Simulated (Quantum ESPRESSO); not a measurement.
Checking a run of Quantum ESPRESSO on Mg₂Cu (Ibam, 6 atoms in the cell). The aim is a self-consistent single point with DFT, PBEsol, plane waves, SSSP 1.1.2 efficiency (PBE) pseudopotentials.

Input:

```fortran
&CONTROL
 calculation = 'scf',
 prefix = 'run',
 outdir = './out',
 pseudo_dir = './',
 tprnfor = .true.,
 tstress = .true.,
/
&SYSTEM
 ibrav = 11,
 celldm(1) = 11.877155460,
 celldm(2) = 1.06671948984,
 celldm(3) = 0.83370882338,
 nat = 6,
 ntyp = 2,
 ecutwfc = 7.5,
 ecutrho = 60,
 occupations = 'smearing',
 smearing = 'gaussian',
 degauss = 0.0073499,
 input_dft = 'pbesol',
/
&ELECTRONS
 conv_thr = 1e-10,
 mixing_beta = 0.7,
/
ATOMIC_SPECIES
Mg    24.3050  Mg.pbe-n-kjpaw_psl.0.3.0.UPF
Cu    63.5460  Cu_pbe_v1.2.uspp.F.UPF
ATOMIC_POSITIONS {crystal}
Mg   -0.661270000    0.489020000   -0.827750000
Mg   -0.338730000    0.510980000   -0.172250000
Mg   -0.161270000    0.833520000   -0.672250000
Mg   -0.838730000    0.166480000   -0.327750000
Cu   -0.250000000    0.000000000   -0.250000000
Cu   -0.750000000    0.000000000   -0.750000000
K_POINTS {automatic}
5 5 5  1 1 1
```

Log, with long lists cut:

```
     file Mg.pbe-n-kjpaw_psl.0.3.0.UPF: wavefunction(s)  3S renormalized
     G-vector sticks info
     --------------------
     sticks:   dense  smooth     PW     G-vecs:    dense   smooth      PW
     Sum         461     225     91                 5873     2037     493

   [... lines left out ...]
         1        Mg     tau(   1) = (  -0.1612700   0.3496173  -0.4168544  )
         2        Mg     tau(   2) = (  -0.3387300   0.1837424  -0.0000000  )
         3        Mg     tau(   3) = (  -0.1612700   0.7171022   0.0000000  )
         4        Mg     tau(   4) = (  -0.3387300  -0.1837424  -0.4168544  )
         5        Cu     tau(   5) = (   0.0000000   0.0000000  -0.2084272  )
         6        Cu     tau(   6) = (   0.0000000   0.0000000  -0.6252816  )

     number of k points=    27  Gaussian smearing, width (Ry)=  0.0073
                       cart. coord. in units 2pi/alat
        k(    1) = (   0.0000000   0.0000000   0.2398919), wk =   0.0320000
        k(    2) = (   0.0000000  -0.1874907   0.4797838), wk =   0.0640000
        k(    3) = (   0.0000000   0.5624721  -0.4797838), wk =   0.0640000
   [... 24 lines left out ...]

     Dense  grid:     5873 G-vectors     FFT dimensions: (  30,  25,  30)

     Smooth grid:     2037 G-vectors     FFT dimensions: (  18,  18,  18)

     Initial potential from superposition of free atoms

     starting charge      43.9963, renormalised to      46.0000

     negative rho (up, down):  1.730E-04 0.000E+00
     Self-consistent Calculation

     iteration #  1     ecut=     7.50 Ry     beta= 0.70

     total energy              =    -675.10210111 Ry
     estimated scf accuracy    <     250.68267237 Ry

     iteration #  2     ecut=     7.50 Ry     beta= 0.70

     total energy              =    -699.98027553 Ry
     estimated scf accuracy    <      46.60277745 Ry

     iteration #  3     ecut=     7.50 Ry     beta= 0.70

     total energy              =    -703.25219760 Ry
     estimated scf accuracy    <       3.78647403 Ry

   [... 7 blocks of this kind left out ...]

     iteration # 11     ecut=     7.50 Ry     beta= 0.70

     total energy              =    -703.54885183 Ry
     estimated scf accuracy    <       0.00000002 Ry

     iteration # 12     ecut=     7.50 Ry     beta= 0.70
     End of self-consistent calculation

     the Fermi energy is    11.1513 ev

!    total energy              =    -703.54885183 Ry
     estimated scf accuracy    <          4.0E-11 Ry
     smearing contrib. (-TS)   =      -0.00123907 Ry
     internal energy E=F+TS    =    -703.54761276 Ry

     convergence has been achieved in  12 iterations

     Forces acting on atoms (cartesian axes, Ry/au):

     atom    1 type  1   force =    -0.05180605   -0.04307526   -0.00000000
     atom    2 type  1   force =     0.05180605    0.04307526    0.00000000
     atom    3 type  1   force =    -0.05180605    0.04307526    0.00000000
     atom    4 type  1   force =     0.05180605   -0.04307526   -0.00000000
   [... lines left out ...]

     Total force =     0.134749     Total SCF correction =     0.000001

          total   stress  (Ry/bohr**3)                   (kbar)     P=   -36854.43
  -0.25071221  -0.00000000   0.00000000       -36881.04       -0.00        0.00
  -0.00000000  -0.25099940  -0.00000000           -0.00   -36923.29       -0.00
   0.00000000  -0.00000000  -0.24988228            0.00       -0.00   -36758.95

   JOB DONE.
```

Is this run sound? If not, what is wrong?

The run is not sound. The fault is a basis or grid far too coarse for these potentials. Far below the cutoff that the potentials were made for, the basis cannot represent the orbitals near the nuclei, and energies, forces and above all the stress go wrong. To fix it, restore the cutoff that the potentials need and check convergence. The run converged in 12 iterations without an error; against the sound input the free energy rises by 531 eV/atom, the pressure goes from -2.83 to -3685 GPa and the largest force goes from 0.085 to 1.732 eV/Å.

The sound input it was made from differs as follows (other fixes are possible):
```diff
- ecutwfc = 7.5,
- ecutrho = 60,
+ ecutwfc = 50,
+ ecutrho = 400,
```

With that input, the run converged in 33 iterations: free energy E − TS -12759.8573 eV; Fermi level (on the code's own zero) 6.29 eV; pressure -2.83 GPa; largest force (vector length) 0.085 eV/Å (DFT, PBEsol, plane waves, SSSP 1.1.2 efficiency (PBE) pseudopotentials).

On the sound input: the starting cell comes from a database of computed structures (which also holds hypothetical and non-ambient phases and stackings), without a prior relaxation at this level. Spin polarisation is off.
